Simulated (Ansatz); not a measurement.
Consider AlN in the wurtzite structure (space group P6_3mc, No. 186).

```
CELL_PARAMETERS angstrom
      3.11381     0.00000     0.00000
     -1.55691     2.69664     0.00000
      0.00000     0.00000     4.98335
ATOMIC_POSITIONS crystal
  Al 0.33333 0.66667 0.00000
  Al 0.66667 0.33333 0.50000
  N  0.33333 0.66667 0.38200
  N  0.66667 0.33333 0.88200
```

Cartesian axes are those of the cell as printed.

Level of theory: Kohn–Sham DFT with the PBEsol functional, run in Ansatz (an electronic-structure program) with PAW and 420 eV plane waves, no spin-orbit coupling.

Before the change:

| Item | Result |
|---|---|
| Pressure | 0.01 GPa |

Now apply this change: uniaxial strain ε_xx = +1.80 %, all other strain components held at zero; the atoms relax in the strained cell.

Question: How does this affect the pressure?

Answer: The pressure (mean of the normal stresses, compression positive) falls by 3.59 GPa to -3.58 GPa.

Question: What happens to the energy relative to the base?

Answer: The energy rises by 3.9 meV/atom.

Whether these cells are dynamically stable was not tested.
